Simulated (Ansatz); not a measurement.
We consider quartz-high SiO2 (high-temperature phase), described by BLYP (Ansatz, a quantum-chemistry and plane-wave program, PAW).

Numerical settings: plane-wave cutoff 520 eV, 12×12×6 k mesh (along the axes of the cell as run), Fermi–Dirac smearing 0.01 eV, scalar-relativistic PAW data made under PBE.

Shape and atoms are relaxed at each volume.

Pressure at four volumes; x = ln(V/14.148 Å³). One pressure is withheld.

| V (Å³/atom) | x | P (GPa) |
|---|---|---|
| 13.583 | -0.0408 | 5.67 |
| 14.148 | 0.0000 | -0.01 |
| 14.431 | 0.0198 | -2.56 |
| 14.714 | 0.0392 | ? |

Q: Pass a parabola P(x) through the three rows shown, estimate the bulk modulus and its pressure derivative near zero pressure, and predict the withheld pressure.

A: Slopes between the rows: (-0.01 − (5.67))/(0.0000 − (-0.0408)) = -139.22 and (-2.56 − (-0.01))/(0.0198 − (0.0000)) = -128.79 GPa. Their difference over the span 0.0606 is c = 10.43/0.0606 = 172.1 GPa, so P(x) = 5.67 + (-139.22)(x − (-0.0408)) + 172.1 (x − (-0.0408))(x − (0.0000)). At the middle row B = −dP/dx = −[-139.22 + 172.1 × 0.0408] = 132.2 GPa, and B′ = dB/dP = 2c/B = 2.6. At x = 0.0392 the parabola gives -4.93 GPa; the run gives -4.92 GPa. The Birch–Murnaghan fit to the energies at all volumes has B0 = 132 GPa and B′ = 2.6.

Note: symmetry holds this phase in the static calculation, where it need not be a minimum; held by symmetry at 0 K, a high-temperature phase can be a saddle point; the volume lies 7 % above that of the published cell; the bulk modulus comes from volumes at which shape and atoms were relaxed.
